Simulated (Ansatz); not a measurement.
## A self-consistent single point of LiVO₃ (C2/m, 10 atoms in the cell) with Ansatz

Method of the run: LDA (PW92), default PAW files made with PBE (plane waves; Ansatz, a quantum-chemistry and plane-wave program).

Input as run:

Ansatz 0.2 input:
```yaml
# LiVO3
crystal:
  lattice:
    - [2.411715, -4.500870, 0.000000]
    - [2.411715, 4.500870, 0.000000]
    - [-1.199825, 0.000000, 4.831881]
  atoms:
    - { symbol: Li, position_ang: [2.411715, -3.150429, 0.000000] }
    - { symbol: Li, position_ang: [2.411715, 3.150429, 0.000000] }
    - { symbol: V, position_ang: [1.811803, -1.426506, 2.415941] }
    - { symbol: V, position_ang: [1.811803, 1.426506, 2.415941] }
    - { symbol: O, position_ang: [2.520835, -0.000000, 3.439671] }
    - { symbol: O, position_ang: [1.102770, 0.000000, 1.392210] }
    - { symbol: O, position_ang: [0.360498, 1.798098, 3.512004] }
    - { symbol: O, position_ang: [3.263107, -1.798098, 1.319877] }
    - { symbol: O, position_ang: [3.263107, 1.798098, 1.319877] }
    - { symbol: O, position_ang: [0.360498, -1.798098, 3.512004] }
basis:
  ecutwfc: 420.0
kpoints:
  mp_grid: { grid: [7, 7, 6] }
hamiltonian:
  xc: lda
  pseudopotentials: { kind: paw }
scf:
  occupations: { method: fermi_dirac, width: 0.05 }
output:
  forces: true
  eigenvalues: true
  stress: true
```

Log, with long lists cut:

```
WARN the atoms were moved onto the symmetric positions of the space group found under crystal.symmetry.tolerance 1.0e-5 (fractional …
WARN ansatz: RAYON_NUM_THREADS=1 ignored (pool sized by the plan → 1); use --threads N
Pseudopotentials: kind: paw
Pseudopotential: Li, paw, valence charge 3
Pseudopotential: V, paw, valence charge 13
Pseudopotential: O, paw, valence charge 6
Crystal: 10 atoms, lattice volume = 104.898 Å³
Basis set: ecut = 420 eV, 2039 PW (Γ)
Bands: 44, of which v1, the nominal top of the filled ones, is band 34 counted from 1 (33 counted from 0)
Symmetry: 4 space group operations
Space group: C2/m (ITA 12), of the structure as read, at distance tolerance 4.7e-5 Å
k-points: 88 of 294
PAW frozen core: V, regenerated for the run's functional, and the local potential with it
PAW frozen core: O, regenerated for the run's functional, and the local potential with it
Initial density: superposition of atomic densities (neutral atoms: chi_scale 0, normalization atom), corrected by the library's trained network
Initial wavefunctions: pseudopotential atomic-orbital guess
Eigensolver: davidson
Functional: x = slater, c = lda
SCF iter   1: F=—  HF=-9463.337790 eV  |F-HF|=—  |Δ(HF+E_count)|=         —  Δρ=1.90e-2  dr2=3.40e-1  ethr=1.77e-3  ⟨swp⟩=6.5  Hψ=14914  notcnv=0
all-band conjugate gradients solve this SCF's bands
preconditioner: auto → Resta (q_TF=auto, 2.538 Å⁻¹)
SCF iter   2: F=—  HF=-9463.318270 eV  |F-HF|=—  |Δ(HF+E_count)|=   1.95e-2  Δρ=1.94e-2  dr2=4.39e-1  ethr=5.01e-4  ⟨swp⟩=2.0  Hψ=6548  notcnv=0  defer=204
SCF iter   3: F=—  HF=-9463.271544 eV  |F-HF|=—  |Δ(HF+E_count)|=   4.67e-2  Δρ=5.03e-3  dr2=2.22e-2  ethr=5.01e-4  ⟨swp⟩=2.0  Hψ=5806  notcnv=0  defer=204
SCF iter   4: F=—  HF=-9463.265463 eV  |F-HF|=—  |Δ(HF+E_count)|=   6.08e-3  Δρ=1.45e-3  dr2=2.00e-3  ethr=3.27e-5  ⟨swp⟩=2.0  Hψ=6678  notcnv=0  defer=204
SCF iter   5: F=—  HF=-9463.265262 eV  |F-HF|=—  |Δ(HF+E_count)|=   2.00e-4  Δρ=1.06e-3  dr2=1.28e-3  ethr=2.94e-6  ⟨swp⟩=2.0  Hψ=5443  notcnv=0  defer=204
SCF iter   6: F=—  HF=-9463.265083 eV  |F-HF|=—  |Δ(HF+E_count)|=   1.79e-4  Δρ=2.15e-4  dr2=8.58e-5  ethr=1.89e-6  ⟨swp⟩=2.0  Hψ=4774  notcnv=0  defer=204
SCF iter   7: F=—  HF=-9463.265086 eV  |F-HF|=—  |Δ(HF+E_count)|=   3.25e-6  Δρ=8.63e-5  dr2=9.56e-6  ethr=1.26e-7  ⟨swp⟩=2.0  Hψ=5365  notcnv=0  defer=204
SCF iter   8: F=—  HF=-9463.265087 eV  |F-HF|=—  |Δ(HF+E_count)|=   2.63e-7  Δρ=2.87e-5  dr2=1.23e-6  ethr=1.41e-8  ⟨swp⟩=2.9  Hψ=6915  notcnv=0  defer=204
SCF iter   9: F=—  HF=-9463.265087 eV  |F-HF|=—  |Δ(HF+E_count)|=   2.46e-8  Δρ=1.41e-5  dr2=2.63e-7  ethr=1.81e-9  ⟨swp⟩=2.1  Hψ=5252  notcnv=0  defer=204
SCF iter  10: F=-9463.265087 eV  HF=-9463.265087 eV  |F-HF|=4.25e-8  |Δ(HF+E_count)|=   1.67e-8  Δρ=5.98e-6  dr2=4.78e-8  ethr=1.47e-10  ⟨swp⟩=8.0  Hψ=12658  notcnv=0
SCF 1 converged in 10 iterations: F = -9463.265087 eV  dr2 = 4.78e-8
SCF converged after 10 iterations
Free energy (F): -9463.265087 eV
Harris-Foulkes:  -9463.265087 eV  (|F-HF|=4.25e-8)
Internal energy: -9463.265086 eV  (E = F + TS)
E sigma→0 (E₀):  -9463.265086 eV
Entropy (-TS):   -0.000000 eV (-0.000 meV/atom)
Fermi energy:    5.663529 eV
--- Per-component energies (eV) ---
  E_band       = -827.229166
  E_kinetic    = 1750.923382
  E_local      = -5927.209571  (includes V_loc(G=0)·N_el)
  E_nonlocal   = 135.133432
  E_hartree    = 2375.286258
  E_xc         = -713.409604
  E_vxc        = -914.846376  (∫ρ·V_xc dr)
  E_paw        = -3030.465638  (= ΣΔE_a)
  E_vpaw       = -621.807525  (= ΣTr[D̂ρ^β])
  E_aug_tail   = 0.015205  (compensation charges beyond the density's cutoff)
  E_ewald      = -4054.812379
  E_core_change = 1.273829  (= ΣΔE_core)
  E_smearing   = -0.000000  (= −TS)
  E_closure    = 0.000000  (closes the sum)
  Σ components = -9463.265087   (vs F -9463.265087, Δ=0.00e0)
--- Forces (eV/Å), atoms counted from 1 ---
  atom   1  Li     0.00000000     0.17988932     0.00000000
  atom   2  Li     0.00000000    -0.17988932     0.00000000
  atom   3  V      0.00000000     0.22297168     0.00000000
  atom   4  V      0.00000000    -0.22297168     0.00000000
  atom   5  O     -0.57055771     0.00000000    -0.87833688
  atom   6  O      0.57055771     0.00000000     0.87833688
  atom   7  O      0.37030245     0.42817398    -0.70976910
  atom   8  O     -0.37030245    -0.42817398     0.70976910
  atom   9  O     -0.37030245     0.42817398     0.70976910
  atom  10  O      0.37030245    -0.42817398    -0.70976910
  max |Σ_I F_I| component: 1.11e-16 eV/Å
--- Stress (GPa, compression-positive) ---
      -14.876244       0.000000       0.634499
        0.000000     -13.965326       0.000000
        0.634499       0.000000     -13.247613
  P = ⅓ Tr σ = -14.0297 GPa (-140.297 kbar)
  The stress holds the Pulay correction. Without it, at fixed plane waves, as pw.x and ABINIT print it: P = -15.0050 GPa
--- Band table (eV; the first three rows and the last of 88) ---
  k-point 0: bands = ["-59.1320", "-59.0885", "-36.7952", "-36.7704", "-33.4046", "-33.3511", "-33.2780", "-33.1924", "-33.1698", "-33.1513", "-12.4895", "-11.0615", "-11.0573", "-10.9168", "-10.8915", "-10.8398", "0.1329", "0.6063", "0.7890", [...]
  k-point 1: bands = ["-59.1320", "-59.0885", "-36.7953", "-36.7704", "-33.4046", "-33.3511", "-33.2780", "-33.1925", "-33.1698", "-33.1513", "-12.4538", "-11.0746", "-11.0485", "-10.9414", "-10.9210", "-10.8358", "0.3113", "0.5680", "0.7716", [...]
  k-point 2: bands = ["-59.1320", "-59.0885", "-36.7955", "-36.7704", "-33.4046", "-33.3510", "-33.2779", "-33.1925", "-33.1698", "-33.1513", "-12.3742", "-11.1035", "-11.0621", "-11.0148", "-10.9284", "-10.8287", "0.5773", "0.7376", "0.7675", [...]
  k-point 87: bands = ["-59.1170", "-59.1036", "-36.7859", "-36.7800", "-33.3728", "-33.3361", "-33.2494", "-33.2217", "-33.2161", "-33.1526", "-11.9604", "-11.4725", "-11.1764", "-11.1209", "-10.8968", "-10.7404", "0.2222", "0.6204", "0.6691", [...]
```

The run converged in 10 iterations.

The starting cell comes from a database of computed structures (which also holds hypothetical and non-ambient phases and stackings), without a prior relaxation at this level. With a pressure of about -14 GPa the cell is away from its equilibrium volume at this level. Forces in this geometry exceed 1 eV/Å. Ansatz's pressure includes its estimate of the finite-basis (Pulay) stress. Without the estimate this run gives -15.01 GPa.
